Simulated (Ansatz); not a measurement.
Bond-angle distributions (per cent of the angles at each element, bins of 10°) of a relaxed model of amorphous Hf18O37Sr at 8.87 g/cm³. Method: PBE, scalar-relativistic without spin-orbit coupling (plane waves to 420 eV, PAW; Ansatz, a first-principles code).

A CHGNet melt-quench gave the starting glass, which DFT then relaxed. O atoms were pushed apart under 1.9 Å during the dynamics, to hinder bonds among them. The hot cell started wider than the set density and was brought back towards it in steps. It is the lowest in DFT energy of 2 quenches. It is a model cell: composition and starting density were chosen by hand, and all elements were melted together. No dispersion term was used. Its density started from a set value of 8.83 and ended at 8.87 g/cm³. The quench (nominally 450 K/ps over its main leg) was far faster than any real one, so the model tends to hold more defects than a real film. Values belong to this one cell and scatter from quench to quench. Volume and shape were free in the relaxation.

Neighbours within Hf-Hf 3.34 Å, Hf-O 2.78 Å, Hf-Sr 3.76 Å, O-O 1.58 Å, O-Sr 3.13 Å, Sr-Sr 4.18 Å count as bonded. Two cations that share two anions don't count as bonded, nor two that share one unless they lie closer than Hf-Hf 3.25 Å, Hf-Sr 3.66 Å, Sr-Sr 4.07 Å.

```csv
angle (°),at Hf,at O
50-60,0,0
60-70,4,0
70-80,28,1
80-90,16,8
90-100,10,23
100-110,9,26
110-120,6,12
120-130,4,14
130-140,8,9
140-150,6,3
150-160,5,5
160-170,4,0
170-180,1,0
```

They go with these counts of neighbours within the cut-offs, cation contacts included: Hf mean 6.5, most often 6; O mean 3.4, most often 3.
